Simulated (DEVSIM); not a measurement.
System: Schottky contact on p-type Ge, at 500 K.

Layer 1 from the left is Ge, thickness (μm) 4.40, Na (cm⁻³) 2.2e15, τn (s) 4.8e-5, τp (s) 4.8e-5. Layer 2 from the left is Ge, thickness (μm) 9.40, Na (cm⁻³) 2.5e18, τn (s) 4.8e-5, τp (s) 4.8e-5.

Left contact: Schottky, work function 4.234 eV, emission velocity 1e7 cm/s. Right contact: ohmic. Voltage is applied to the left contact. Recombination: SRH at mid-gap, radiative. Mobility is constant in doping.

This is a model device: material constants are rounded textbook-type values typed into the input, and sizes, dopings and lifetimes were drawn at random. Values at 300 K; Nc and Nv go as T^1.5, mobilities as T to minus their exponent, the gap by Varshni's rule with the affinity fixed.

Ge: gap (eV) 0.664, affinity (eV) 4, permittivity 16, Nc (cm⁻³) 1.04e19, Nv (cm⁻³) 6e18, μn (cm²/Vs) 3900, μp (cm²/Vs) 1900, T exponent of μn 1.66, T exponent of μp 2.33, B (cm³/s) 6.4e-14, Varshni α (eV/K) 0.000477, Varshni β (K) 235.

Model (solved in DEVSIM): 1D drift-diffusion, Boltzmann statistics, complete ionisation; no tunnelling, impact ionisation, image-force lowering or self-heating. Metal contacts follow the ideal Schottky-Mott rule: no Fermi-level pinning, no interface dipoles.

Q: What does the simulation give for the potential step across the device at zero bias?

A: potential step across the device at zero bias 0.277 V.
